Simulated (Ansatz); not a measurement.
Worked example: self-consistent single point of In2Sb (P6_3/mmc, 6 atoms in the cell) in Ansatz (a quantum-chemistry and plane-wave program).

Method of the run: LDA (PW92), PAW files made with PBE (plane waves; Ansatz).

The change in words: lattice scaled by 0.98. Reference geometry:
```yaml
crystal:
  lattice:
    - [5.37990, 0.00000, 0.00000]
    - [-2.68995, 4.65913, 0.00000]
    - [0.00000, 0.00000, 6.72255]
  atoms:
    - { symbol: In, position: [0.66667, 0.33333, 0.25000] }
    - { symbol: In, position: [0.33333, 0.66667, 0.75000] }
    - { symbol: In, position: [0.00000, 0.00000, 0.50000] }
    - { symbol: In, position: [0.00000, 0.00000, 0.00000] }
    - { symbol: Sb, position: [0.66667, 0.33333, 0.75000] }
    - { symbol: Sb, position: [0.33333, 0.66667, 0.25000] }
```

Reference input (self-consistent single point, DFT, LDA (PW92), plane waves, PAW files made with PBE): kpoints.mp_grid.grid = 5 5 4; hamiltonian.xc = lda; hamiltonian.pseudopotentials = {kind: paw} (the program's default PAW files); scf.occupations.method = fermi_dirac; scf.occupations.width = 0.136 eV. This run's input differs from it in these lines:

```diff
@@ -3,5 +3,5 @@
   lattice:
-    - [5.379900, 0.000000, 0.000000]
-    - [-2.689950, 4.659130, 0.000000]
-    - [0.000000, 0.000000, 6.722550]
+    - [5.272302, 0.000000, 0.000000]
+    - [-2.636151, 4.565947, 0.000000]
+    - [0.000000, 0.000000, 6.588099]
   atoms:
```

Output, abridged:

```
SCF iter   1: F=—  HF=-34500.915119 eV  |F-HF|=—  |Δ(HF+E_count)|=         —  Δρ=1.45e-2  dr2=4.52e-1  ethr=3.10e-3  ⟨swp⟩=7.7  Hψ=2987  notcnv=0  defer=1
all-band conjugate gradients solve this SCF's bands
preconditioner: auto → Kerker (q_TF=auto, 2.444 Å⁻¹)
SCF iter   2: F=—  HF=-34500.754800 eV  |F-HF|=—  |Δ(HF+E_count)|=   1.60e-1  Δρ=8.06e-3  dr2=1.33e-1  ethr=5.52e-4  ⟨swp⟩=2.0  Hψ=1645  notcnv=0  defer=3
   [... lines left out ...]
SCF iter   4: F=—  HF=-34500.707700 eV  |F-HF|=—  |Δ(HF+E_count)|=   2.78e-3  Δρ=3.30e-4  dr2=2.54e-4  ethr=1.04e-5  ⟨swp⟩=2.9  Hψ=1421  notcnv=0  defer=3
SCF iter   5: F=—  HF=-34500.707636 eV  |F-HF|=—  |Δ(HF+E_count)|=   6.36e-5  Δρ=7.70e-5  dr2=1.65e-5  ethr=3.10e-7  ⟨swp⟩=2.3  Hψ=1081  notcnv=0  defer=3
SCF iter   6: F=—  HF=-34500.707631 eV  |F-HF|=—  |Δ(HF+E_count)|=   4.93e-6  Δρ=2.86e-5  dr2=9.30e-7  ethr=2.02e-8  ⟨swp⟩=2.4  Hψ=1362  notcnv=0  defer=3
SCF iter   7: F=-34500.707631 eV  HF=-34500.707631 eV  |F-HF|=1.79e-8  |Δ(HF+E_count)|=   1.11e-7  Δρ=5.64e-6  dr2=6.31e-8  ethr=1.22e-10  ⟨swp⟩=9.2  Hψ=3521  notcnv=0
SCF 1 converged in 7 iterations: F = -34500.707631 eV  dr2 = 6.31e-8
Free energy (F): -34500.707631 eV
Internal energy: -34500.581955 eV  (E = F + TS)
E sigma→0 (E₀):  -34500.644793 eV
Entropy (-TS):   -0.125676 eV (-20.946 meV/atom)
Fermi energy:    10.542360 eV
--- Forces (eV/Å), atoms counted from 1 ---
  atom   1  In    -0.00000000     0.00000000    -0.00000000
   [... zero for the other atoms too ...]
--- Stress (GPa, compression-positive) ---
       -1.619900      -0.000000      -0.000000
       -0.000000      -1.619900       0.000000
       -0.000000       0.000000      -1.832051
  P = ⅓ Tr σ = -1.6906 GPa (-16.906 kbar)
  The stress holds the Pulay correction. Without it, at fixed plane waves, as pw.x and ABINIT print it: P = -1.7101 GPa
```

The run converged in 7 iterations. Against the reference run the free energy falls by 30.2 meV/atom and the pressure goes from -4.01 to -1.69 GPa.

The starting cell comes from a database of computed structures (which also holds hypothetical and non-ambient phases and stackings), without a prior relaxation at this level. For this run, on top of that: lattice scaled by 0.98. Ansatz's pressure includes its estimate of the finite-basis (Pulay) stress. The run gives no clean gap (levels at the Fermi energy touch, overlap or are partly filled at this smearing), which alone does not show that the compound is a metal.

Keys are those of Ansatz 0.2.
